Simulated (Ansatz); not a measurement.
Ansatz (a quantum-chemistry and plane-wave program) run on MgPd₅ (R32, 6 atoms in the cell): zone-centre phonon calculation.

Method: LDA (PW92), default PAW files made with PBE (plane waves; Ansatz).

```xyz
6
Lattice="2.4150 1.3943 4.5724 -2.4150 1.3943 4.5724 0.0000 -2.7887 4.5724" Properties=species:S:1:pos:R:3 pbc="T T T"
Mg     0.0000     0.0000     0.0000
Pd    -0.8010     1.3873     6.8586
Pd    -0.8010    -1.3873     6.8586
Pd     1.6019     0.0000     6.8586
Pd     0.0000     0.0000     4.5504
Pd     0.0000     0.0000     9.1667
```

Reference input (self-consistent single point, DFT, LDA (PW92), plane waves, default PAW files made with PBE): basis.ecutwfc = 420 eV; kpoints.mp_grid.grid = 8 8 8; hamiltonian.xc = lda; hamiltonian.pseudopotentials = {kind: paw} (the program's default PAW files); scf.occupations.method = gaussian; scf.occupations.width = 0.1 eV. This run's input differs from it in these lines:

```diff
@@ -22,6 +22,5 @@
   occupations: { method: gaussian, width: 0.1 eV }
-output:
-  forces: true
-  eigenvalues: true
-  stress: true
+  convergence: { dr2_threshold: 1.0e-03 eV }
+phonons:
+  method: dfpt
```

Output, abridged:

```
SCF iter   1: F=—  HF=-36126.280028 eV  |F-HF|=—  |Δ(HF+E_count)|=         —  Δρ=1.33e-2  dr2=1.40e-1  ethr=1.77e-3  ⟨swp⟩=5.3  Hψ=55221  notcnv=0  defer=397
all-band conjugate gradients solve this SCF's bands
preconditioner: auto → Kerker (q_TF=auto, 2.765 Å⁻¹)
SCF iter   2: F=—  HF=-36126.251618 eV  |F-HF|=—  |Δ(HF+E_count)|=   2.84e-2  Δρ=5.39e-3  dr2=2.37e-2  ethr=1.40e-4  ⟨swp⟩=1.0  Hψ=18170  notcnv=0  defer=442
   [... lines left out ...]
SCF iter   4: F=—  HF=-36126.245788 eV  |F-HF|=—  |Δ(HF+E_count)|=   2.20e-4  Δρ=2.48e-4  dr2=1.21e-4  ethr=1.21e-6  ⟨swp⟩=2.1  Hψ=18668  notcnv=0  defer=442
iter 5 did not close the SCF: its close was put off for the readings that it lacked (scf_convergence_deferred on its scf_iter line)
SCF iter   5: F=-36126.245741 eV  HF=-36126.245752 eV  |F-HF|=1.02e-5  |Δ(HF+E_count)|=   3.63e-5  Δρ=9.02e-5  dr2=1.24e-5  ethr=1.21e-7  ⟨swp⟩=2.3  Hψ=21091  notcnv=0  defer=442
SCF iter   6: F=-36126.245748 eV  HF=-36126.245748 eV  |F-HF|=4.52e-7  |Δ(HF+E_count)|=   3.54e-6  Δρ=2.40e-5  dr2=6.35e-7  ethr=1.24e-8  ⟨swp⟩=11.8  Hψ=109767  notcnv=0
SCF 1 converged in 6 iterations: F = -36126.245748 eV  dr2 = 6.35e-7
DFPT response loops at Γ: preconditioner auto → Kerker (q_TF=auto, 2.765 Å⁻¹) (partly filled bands, converged f_vac=0.000) …
the response loops of the zone centre start from zero, take more passes and end by a threshold …
Free energy (F): -36126.245748 eV
Internal energy: -36126.205077 eV  (E = F + TS)
E sigma→0 (E₀):  -36126.225412 eV
Entropy (-TS):   -0.040670 eV (-6.778 meV/atom)
Fermi energy:    16.623822 eV
   [... lines left out ...]
  ASR residual: 1.075e-2 → 0.000e0 eV/Å²; symmetrization residual: 3.304e-3 eV/Å²
  ASR residual per site (eV/Å²): 2.71e-3 1.06e-2 1.06e-2 1.08e-2 9.40e-3 9.40e-3
  Γ frequencies (cm⁻¹): 0.00 0.00 0.00 80.32 80.32 97.95 110.67 110.67 116.08 142.37 142.37 161.49 161.49 166.00 183.70 233.42 237.78 237.78
  non-analytic LO–TO correction: not included (Born effective charges unavailable; polar crystals: no LO–TO splitting at Γ)
```

The run converged in 6 iterations.  The full log also holds: “iter 5 did not close the SCF: its close was put off for the readings that it lacked (scf_convergence_deferred on its scf_iter line)”.

Summary of the result:
- Free energy E − TS (on the zero of these files) = -36126.2457 eV
- Fermi level (on the code's own zero) = 16.62 eV
- Zone-centre frequencies (cm⁻¹; negative means imaginary) = 0, 0, 0, 80, 80, 98, 111, 111, 116, 142, 142, 161, 161, 166, 184, 233, 238, 238

The starting cell comes from a database of computed structures (which also holds hypothetical and non-ambient phases and stackings), without a prior relaxation at this level. Its lattice was rescaled by up to half a per cent. Spin polarisation is off.

Cost on one core of a shared machine: roughly 30 min.

Keys are those of Ansatz 0.2.
